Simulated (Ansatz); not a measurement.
Results of PBE0 in Ansatz (PAW) for In2S3 (R-3c, No. 167, 10 atoms in the cell; start mp-22375; a measured phase of this formula has another space group).

Settings: plane-wave cutoff 500 eV, 4×4×4 k mesh, gaussian smearing 0.02 eV, scalar-relativistic PAW data made under PBE.

Cell (relaxed with PBEsol):

```cif
data_In4S6
_chemical_formula_sum 'In4 S6'
_space_group_name_H-M_alt 'P 1'
_space_group_IT_number 1
_cell_length_a 6.99105
_cell_length_b 6.99105
_cell_length_c 6.99105
_cell_angle_alpha 56.069
_cell_angle_beta 56.069
_cell_angle_gamma 56.069
loop_
_space_group_symop_operation_xyz
  'x, y, z'
loop_
_atom_site_label
_atom_site_type_symbol
_atom_site_fract_x
_atom_site_fract_y
_atom_site_fract_z
_atom_site_occupancy
In1 In 0.85518 0.85518 0.85518 1
In2 In 0.14482 0.14482 0.14482 1
In3 In 0.64482 0.64482 0.64482 1
In4 In 0.35518 0.35518 0.35518 1
S1 S 0.04731 0.75000 0.45269 1
S2 S 0.95269 0.25000 0.54731 1
S3 S 0.45269 0.04731 0.75000 1
S4 S 0.54731 0.95269 0.25000 1
S5 S 0.75000 0.45269 0.04731 1
S6 S 0.25000 0.54731 0.95269 1
```

**Question.** What does this level give for the band gap?

**Answer.** 
band gap: 2.22 eV (on the SCF k mesh)

Note: cell and atoms aren't relaxed at this level (pressure 0.5 GPa).

Spin–orbit coupling is not included.

Static lattice: no zero-point or thermal effects.

Cost on a shared machine: around 5 core-minutes (rough).

A start named mp-… is a Materials Project structure, which need not be a measured phase.

Ansatz is an electronic-structure program.
